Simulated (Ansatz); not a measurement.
Results of PBEsol (Ansatz, a quantum-chemistry and plane-wave program, plane waves, PAW) for 1T (CdI2-type) FeI2.

Run with plane-wave cutoff 520 eV, 18×18×8 k mesh (along the axes of the cell as run), Fermi–Dirac smearing 0.05 eV, spin-polarised with parallel moments, scalar-relativistic PAW data made under PBE.

Cell (relaxed at this level):

```cif
data_FeI2
_chemical_formula_sum 'Fe1 I2'
_space_group_name_H-M_alt 'P 1'
_space_group_IT_number 1
_cell_length_a 3.90600
_cell_length_b 3.90600
_cell_length_c 6.84514
_cell_angle_alpha 90.000
_cell_angle_beta 90.000
_cell_angle_gamma 120.000
loop_
_space_group_symop_operation_xyz
  'x, y, z'
loop_
_atom_site_label
_atom_site_type_symbol
_atom_site_fract_x
_atom_site_fract_y
_atom_site_fract_z
_atom_site_occupancy
Fe1 Fe 0.00000 0.00000 0.00000 1
I1 I 0.33333 0.66667 0.23422 1
I2 I 0.66667 0.33333 0.76578 1
```
Starting moments (μB, in the order of the record's atoms Fe I I): 4.0 0.0 0.0.

Estimate the bulk modulus B0 that the calculation returns.


bulk modulus B0: 10.5 GPa

Note: the magnetic order was assumed, not searched for or taken from measurement; the cell comes from a level without a dispersion term, which matters for the spacing of layers, chains or molecules; the volume lies 5 % below that of the published cell; the bulk modulus comes from volumes at which shape and atoms were relaxed; the cell has widely spaced layers and the level no dispersion term, so their spacing and the moduli can rest on weak binding; functionals without U or exact exchange can leave correlated insulators metallic, so the missing gap need not be real.

Spin–orbit coupling is not included; it can open a gap where bands touch, and shift volumes and moduli.

Static lattice: no zero-point or thermal effects.
